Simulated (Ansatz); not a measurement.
Au on the 1x1 (110) surface of bcc W, one in a 2x2 cell, energies for each (28.7 Å²). Energies are against an atom of fcc Au, without zero-point or thermal terms; each row is named by its start.

All values below come from PBE (plane waves to 420 eV, PAW; Ansatz, a quantum-chemistry and plane-wave program).

Problem. Which site binds most strongly?
A. bridge W-W (span 2.8 Å)
B. bridge W-W (span 3.2 Å)
C. top W
D. hollow W-W-W

Solution. D, hollow W-W-W. Adsorption energies: hollow W-W-W -0.55 eV; bridge W-W (span 3.2 Å) -0.51 eV; bridge W-W (span 2.8 Å) -0.37 eV; top W 0.23 eV.
